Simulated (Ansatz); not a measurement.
TiO2: response to strain

Take TiO$_{2}$ in the anatase structure (space group I4_1/amd, No. 141) as the base.

```
CELL_PARAMETERS angstrom
     -1.88489     1.88489     4.77588
      1.88489    -1.88489     4.77588
      1.88489     1.88489    -4.77588
ATOMIC_POSITIONS crystal
  Ti 0.50000 0.50000 0.00000
  Ti 0.25000 0.75000 0.50000
  O  0.29247 0.29247 0.00000
  O  0.04247 0.54247 0.50000
  O  0.45753 0.95753 0.50000
  O  0.70753 0.70753 0.00000
```

Cartesian axes are those of the cell as printed.

Strains are applied to the cell and any free atomic positions relax; under biaxial strain the out-of-plane vector relaxes too; under stress the whole cell relaxes.

Calculations: PBEsol (Ansatz, a quantum-chemistry and plane-wave program; PAW; 420 eV plane waves; scalar-relativistic without spin-orbit coupling).

```tsv
variant	smallest direct gap	volume per atom
base	2.44 eV	11.31 Å³
biaxial strain +1.94 %, plane normal [001], relaxed out of plane	2.34 eV	11.44 Å³
uniaxial stress, 8 GPa tension along z	2.66 eV	11.64 Å³
uniaxial stress, 3 GPa tension along x	2.41 eV	11.35 Å³
```

Beyond what the load breaks, stability against distortions was not tested. The final runs are not spin-polarised.
